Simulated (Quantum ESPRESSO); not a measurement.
Quantum ESPRESSO run on NaH (Fm-3m, 2 atoms in the cell): self-consistent single point.

Method: PBE, PseudoDojo standard norm-conserving (PBE) pseudopotentials (plane waves; Quantum ESPRESSO 7.5).

```xyz
2
Lattice="-2.3843 0.0000 2.3843 0.0000 2.3843 2.3843 -2.3843 2.3843 0.0000" Properties=species:S:1:pos:R:3 pbc="T T T"
Na     0.0000     0.0000     0.0000
H     -2.3843     2.3843     2.3843
```

Reference input (self-consistent single point, DFT, PBE, plane waves, PseudoDojo standard norm-conserving (PBE) pseudopotentials): ecutwfc = 90 Ry; occupations = smearing; smearing = gaussian; degauss = 0.00147 Ry; potentials = {Na: Na.upf, H: H.upf}; K_POINTS = automatic 10 10 10 0 0 0; conv_thr = 1e-10 Ry. This run's input differs from it in these lines:

```diff
@@ -28,3 +28,3 @@
 K_POINTS {automatic}
-10 10 10  0 0 0
+6 6 6  0 0 0
```

The program printed (abridged):

```
     Self-consistent Calculation

     iteration #  1     ecut=    90.00 Ry     beta= 0.70

     Threshold (ethr) on eigenvalues was too large:
     Diagonalizing with lowered threshold

     total energy              =     -92.60923072 Ry
     estimated scf accuracy    <       0.09149781 Ry

     iteration #  2     ecut=    90.00 Ry     beta= 0.70

     total energy              =     -92.62269740 Ry
     estimated scf accuracy    <       0.00111373 Ry

     iteration #  3     ecut=    90.00 Ry     beta= 0.70

     total energy              =     -92.62289420 Ry
     estimated scf accuracy    <       0.00006008 Ry

   [... 2 blocks of this kind left out ...]

     iteration #  6     ecut=    90.00 Ry     beta= 0.70

     total energy              =     -92.62290544 Ry
     estimated scf accuracy    <          2.3E-09 Ry

     iteration #  7     ecut=    90.00 Ry     beta= 0.70
     End of self-consistent calculation

     the Fermi energy is     4.6438 ev

!    total energy              =     -92.62290544 Ry
     estimated scf accuracy    <          2.1E-11 Ry
     smearing contrib. (-TS)   =      -0.00000000 Ry
     internal energy E=F+TS    =     -92.62290544 Ry

     convergence has been achieved in   7 iterations

     Forces acting on atoms (cartesian axes, Ry/au):

     atom    1 type  1   force =     0.00000000    0.00000000   -0.00000000
     atom    2 type  2   force =     0.00000000    0.00000000    0.00000000

     Total force =     0.000000     Total SCF correction =     0.000000

          total   stress  (Ry/bohr**3)                   (kbar)     P=       10.31
   0.00007005   0.00000000  -0.00000000           10.31        0.00       -0.00
   0.00000000   0.00007005  -0.00000000            0.00       10.31       -0.00
  -0.00000000   0.00000000   0.00007005           -0.00        0.00       10.31

   JOB DONE.
```

The run converged in 7 iterations. Against the reference run the free energy hardly moves (within 1 meV/atom), the pressure stays at 1.03 GPa and the gap on the mesh goes from 3.852 to 3.881 eV.

The starting cell comes from a database of computed structures (which also holds hypothetical and non-ambient phases and stackings), without a prior relaxation at this level. Its lattice was rescaled by a random factor within 2.5 % of one.
